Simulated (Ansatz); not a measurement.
## TiC, response to strain

Start from TiC in the rock salt structure (space group Fm-3m, No. 225; a = 4.261 Å; relaxed with 0.1 eV smearing).

Strains are applied to the cell and any free atomic positions relax.

Computed with DFT with LDA, PAW potentials and a 420 eV plane-wave cutoff in Ansatz (a program for electronic structure), scalar-relativistic without spin-orbit coupling.

Notes on the quantities. energy relative to the base: free energy F.

```tsv
change	energy relative to the base	pressure	volume per atom
base	0 meV/atom	0.0 GPa	9.67 Å³
isotropic strain −2.50 %	+52 meV/atom	24.9 GPa	8.96 Å³
isotropic strain −2.00 %	+33 meV/atom	19.3 GPa	9.10 Å³
isotropic strain −1.00 %	+7.9 meV/atom	9.0 GPa	9.38 Å³
isotropic strain +0.50 %	+1.9 meV/atom	-4.1 GPa	9.82 Å³
isotropic strain +1.00 %	+7.4 meV/atom	-7.9 GPa	9.96 Å³
isotropic strain +1.50 %	+16 meV/atom	-11.5 GPa	10.11 Å³
isotropic strain +2.00 %	___	___	10.26 Å³
isotropic strain +2.50 %	+44 meV/atom	-18.0 GPa	10.41 Å³
isotropic strain +3.00 %	+63 meV/atom	-20.9 GPa	10.57 Å³
```

### Question
Complete the table.

### Answer

- isotropic strain +2.00 %, energy relative to the base: +29 meV/atom
- isotropic strain +2.00 %, pressure: -14.9 GPa

No phonon test of stability was made. All final runs are without spin polarisation.
